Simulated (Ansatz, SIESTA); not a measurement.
One structure in several programs: NiSi₂ (Fm-3m, 3 atoms in the cell)

Relaxation of cell and atoms.

```
NiSi2
1.0
    0.00000     2.70500     2.70500
    2.70500     0.00000     2.70500
    2.70500     2.70500     0.00000
Si Ni
2 1
Direct
  0.25000   0.25000   0.25000
  0.75000   0.75000   0.75000
  0.00000   0.00000   0.00000
```

Shared settings, as Ansatz (a first-principles code) writes them: kpoints.mp_grid.grid = 11 11 11; scf.occupations.method = fermi_dirac; scf.occupations.width = 0.136 eV. Potentials and cutoffs stand in the table.

| code | model | final volume (Å³/atom) | cutoff |
|---|---|---|---|
| Ansatz | PBE, default PAW files | 13.46 | default |
| SIESTA | GGA PBE, numerical atomic orbitals DZP, PseudoDojo PBE standard norm-conserving potentials (rewritten from UPF to PSML) | 13.34 | grid 400 Ry |

On Ansatz's run: spin polarisation is off.

The spread over the programs that give each value: final volume within 0.12 Å³/atom.

SIESTA uses small atom-centred bases, whose incompleteness enters pressures, forces and empty levels differently from a plane-wave cutoff. The programs treat the finite-basis stress differently while the cell relaxes: Ansatz adds an estimate of it.

The starting cell has typed, rounded lattice constants, without a prior relaxation at this level.

Keys are those of Ansatz 0.2.
